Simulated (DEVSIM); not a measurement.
System: abrupt Si n-p junction, at 350 K.

Layer 1 from the left is Si, thickness (μm) 15.0, Nd (cm⁻³) 1.3e15, τn (s) 2.6e-6, τp (s) 2.6e-6. Layer 2 from the left is Si, thickness (μm) 25.0, Na (cm⁻³) 1.6e17, τn (s) 2.6e-6, τp (s) 2.6e-6.

Left contact: ohmic. Right contact: ohmic. Voltage is applied to the left contact. Recombination: SRH at mid-gap, radiative, Auger. Mobility is constant in doping.

The device is made up for the run: typed textbook-type constants, with dimensions and the other settings drawn at random. Values at 300 K; Nc and Nv go as T^1.5, mobilities as T to minus their exponent, the gap by Varshni's rule with the affinity fixed.

Si: gap (eV) 1.124, affinity (eV) 4.05, permittivity 11.7, Nc (cm⁻³) 2.86e19, Nv (cm⁻³) 3.1e19, μn (cm²/Vs) 1417, μp (cm²/Vs) 470, T exponent of μn 2.3, T exponent of μp 2.2, B (cm³/s) 4.7e-15, Cn (cm⁶/s) 2.8e-31, Cp (cm⁶/s) 9.9e-32, Varshni α (eV/K) 0.000473, Varshni β (K) 636.

Model (solved in DEVSIM): 1D drift-diffusion, Boltzmann statistics, complete ionisation; no tunnelling, impact ionisation, image-force lowering or self-heating.

Dark forward current:

```csv
|V| (V),|J| (A/cm²)
0.05,7.411e-7
0.10,4.063e-6
0.15,2.023e-5
0.20,0.0001019
0.25,0.0005213
0.30,0.002693
0.35,0.01393
0.40,0.07105
0.45,0.3397
0.50,1.384
0.55,4.579
0.60,12.70
0.65,30.71
0.70,65.71
0.75,124.8
0.80,212.5
0.85,329.9
0.90,476.4
0.95,650.0
1.00,848.4
1.05,1069
1.10,1307
1.15,1561
1.20,1825
1.25,2095
```

### Question
Work out the local ideality factor n = ΔV / (kT/q · ln(J2/J1)) between the rows 0.15 and 0.20 V, 0.30 and 0.35 V, 1.20 and 1.25 V.

### Answer
kT/q = 30.16 mV. From 0.15 to 0.20 V: ln(0.0001019/2.023e-5) = 1.617, n = 1.03, near the 1 of diffusion or emission over a barrier. From 0.30 to 0.35 V: ln(0.01393/0.002693) = 1.643, n = 1.01, near the 1 of diffusion or emission over a barrier. From 1.20 to 1.25 V: ln(2095/1825) = 0.138, n = 12.02.

### Question
Estimate the current at 0.30 V from the Shockley equation with J0 = Σ q ni² D/(N L) coth(W/L), τ joining the SRH, radiative and Auger lifetimes that are on, and W taken as the whole layer.

### Answer
ni² = 1.43e23 cm⁻⁶; holes in the n layer: μ = 335 cm²/Vs, D = 10.1 cm²/s, τ = 2.60e-6 s, L = 51.2 μm, W/L = 0.29, term 1.22e-7 A/cm²; electrons in the p layer: μ = 994 cm²/Vs, D = 30.0 cm²/s, τ = 2.58e-6 s, L = 87.9 μm, W/L = 0.28, term 1.76e-9 A/cm². J0 = 1.24e-7 A/cm², and J = J0 exp(qV/kT) = 0.00258 A/cm². The simulation gives 0.00269 A/cm²; the estimate lies 4.1 % below. The estimate leaves out recombination in the depletion region and that region's share of W.
